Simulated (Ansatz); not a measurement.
## Be in the bcc (W type) structure (space group Im-3m, No. 229; a cell from a computed database, its experimental status unchecked)

```cif
data_Be2
_chemical_formula_sum 'Be2'
_space_group_name_H-M_alt 'Im-3m'
_space_group_IT_number 229
_space_group_name_Hall '-I 4 2 3'
_cell_length_a 2.49269
_cell_length_b 2.49269
_cell_length_c 2.49269
_cell_angle_alpha 90.000
_cell_angle_beta 90.000
_cell_angle_gamma 90.000
loop_
_atom_site_label
_atom_site_type_symbol
_atom_site_symmetry_multiplicity
_atom_site_Wyckoff_symbol
_atom_site_fract_x
_atom_site_fract_y
_atom_site_fract_z
_atom_site_occupancy
Be1 Be 2 a 0.00000 0.00000 0.00000 1
```
(The calculation used a cell of 1 atom; values per cell refer to that cell.)

The values are results of PBEsol in Ansatz (plane waves to 420 eV, PAW, no spin-orbit coupling), not measurements. Γ-centred 26×26×26 mesh, Fermi–Dirac width 0.05 eV.

| Item | Value |
|---|---|
| Volume per atom | 7.74 Å³ |
| Density | 1.93 g/cm³ |
| Band gap | zero |
| Total energy | -90.253 eV/atom (σ→0; compares only within this code and set-up) |

No phonon test of stability was made. This is not the structure that Be has at room temperature and ambient pressure.

Ansatz is an electronic-structure program.
